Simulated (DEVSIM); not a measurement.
**abrupt InP p-n junction**

Structure: abrupt InP p-n junction, at 300 K.

```csv
layer (left to right),material,thickness (μm),Nd (cm⁻³),Na (cm⁻³),τn (s),τp (s)
1,InP,42.0,-,2.8e15,9e-10,9e-10
2,InP,140,1e17,-,9e-10,9e-10
```

Left contact: ohmic. Right contact: ohmic. Voltage is applied to the left contact. Recombination: SRH at mid-gap, radiative, Auger. Mobility is μmin + (μ − μmin)/(1 + (N/Nref)^α).

This is a model device: material constants are rounded textbook-type values typed into the input, and sizes, dopings and lifetimes were drawn at random. Values at 300 K.

| parameter | InP |
|---|---|
| gap (eV) | 1.344 |
| affinity (eV) | 4.38 |
| permittivity | 12.5 |
| Nc (cm⁻³) | 5.7e17 |
| Nv (cm⁻³) | 1.1e19 |
| μn (cm²/Vs) | 5200 |
| μp (cm²/Vs) | 170 |
| μn,min | 400 |
| μp,min | 10 |
| Nref,n | 3e17 |
| Nref,p | 4.9e17 |
| αn | 0.47 |
| αp | 0.62 |
| B (cm³/s) | 1.2e-10 |
| Cn (cm⁶/s) | 9e-31 |
| Cp (cm⁶/s) | 9e-31 |

DEVSIM, 1D drift-diffusion, Boltzmann statistics, complete ionisation; no tunnelling, impact ionisation, image-force lowering or self-heating.

```yaml
potential_step_across_the_device_at_zero_bias: 1.085 V
largest_field_in_the_device_at_zero_bias: 30000 V/cm
Dark forward voltage at 1 A/cm²: 0.907 V
```

Dark forward current:

(V (V), J (A/cm²)): (0.05, 9.0e-9); (0.10, 3.1e-8); (0.20, 2.5e-7); (0.25, 7.0e-7); (0.30, 1.9e-6); (0.35, 5.3e-6); (0.45, 4.0e-5); (0.50, 0.00011); (0.55, 0.00032); (0.65, 0.0028); (0.70, 0.0094); (0.75, 0.035); (0.85, 0.42); (0.90, 0.93); (0.95, 1.6); (1.00, 2.4); (1.10, 4.0); (1.15, 4.9); (1.20, 5.9); (1.30, 7.8); (1.35, 8.8); (1.40, 9.8); (1.50, 12); (1.55, 13); (1.60, 14); (1.65, 15); (1.75, 17); (1.80, 19)

Small-signal capacitance in reverse bias (quasi-static):

```csv
V (V),C (nF/cm²)
-0.4,13.0
-1,10.9
-2,8.92
-3,7.74
-4,6.93
-6,5.86
-8,5.17
-10,4.68
-13,4.15
-16,3.77
-20,3.39
```
